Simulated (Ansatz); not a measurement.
Cell A: Si (diamond, Fd-3m), 2 atoms in the cell, k-point mesh 10×10×10 on the run's own vectors.
```cif
data_Si2
_chemical_formula_sum 'Si2'
_space_group_name_H-M_alt 'P 1'
_space_group_IT_number 1
_cell_length_a 3.86767
_cell_length_b 3.86767
_cell_length_c 3.86767
_cell_angle_alpha 60.000
_cell_angle_beta 60.000
_cell_angle_gamma 60.000
loop_
_space_group_symop_operation_xyz
  'x, y, z'
loop_
_atom_site_label
_atom_site_type_symbol
_atom_site_fract_x
_atom_site_fract_y
_atom_site_fract_z
_atom_site_occupancy
Si1 Si 0.75000 0.75000 0.75000 1
Si2 Si 0.50000 0.50000 0.50000 1
```

Cell B: GaAs (zinc blende, F-43m), 2 atoms in the cell, k-point mesh 10×10×10 on the run's own vectors.
GaAs is modelled in the cubic space group F-43m (No. 216), the zinc blende structure, Pearson symbol cF8. Cell: a = 5.747 Å, b = 5.747 Å, c = 5.747 Å, α = 90.00°, β = 90.00°, γ = 90.00°. Ga on 4a sees 4 As at 2.488 Å (tetrahedral). As on 4d has 4 Ga at 2.488 Å (tetrahedral). (Neighbours: up to the widest gap in distance over summed covalent radii, below 1.35, at either atom; cation-cation and far metal-metal contacts left out.)
(The calculation used a cell of 2 atoms; values per cell refer to that cell.)

Cell C: CdS (wurtzite, P6₃mc), 4 atoms in the cell, k-point mesh 12×12×6 on the run's own vectors.
```xyz
4
Lattice="4.1974 0.0000 0.0000 -2.0987 3.6350 0.0000 0.0000 0.0000 6.8323" Properties=species:S:1:pos:R:3 pbc="T T T"
Cd     2.0987     1.2117     3.4180
Cd     0.0000     2.4234     0.0018
S      2.0987     1.2117     5.9901
S      0.0000     2.4234     2.5740
```

All numbers come from Ansatz (a quantum-chemistry and plane-wave program), plane waves with PAW, its PAW set soft_1, cutoff 500 eV. The structures are at rest with PBE; other levels are single points on them. Neutral cells; Fermi-Dirac smearing of at most 0.05 eV in the solids, energies taken to zero width. The lattices are those relaxed with PBE, so at other levels the solids can be strained. Spin-orbit coupling is left out. A dispersion term ran beside these levels; it doesn't touch the electrons. Gaps are highest filled to lowest empty Kohn-Sham level on the run's k-point mesh, states of defects and surfaces included; edges off the mesh make the true gap smaller, and under 0.08 eV counts as none.

### Question
Rank these by band gap (eV) (lowest first), as r2SCAN gives it.

### Answer
B (0.63 (direct)), A (0.80 (indirect)), C (1.56 (direct))
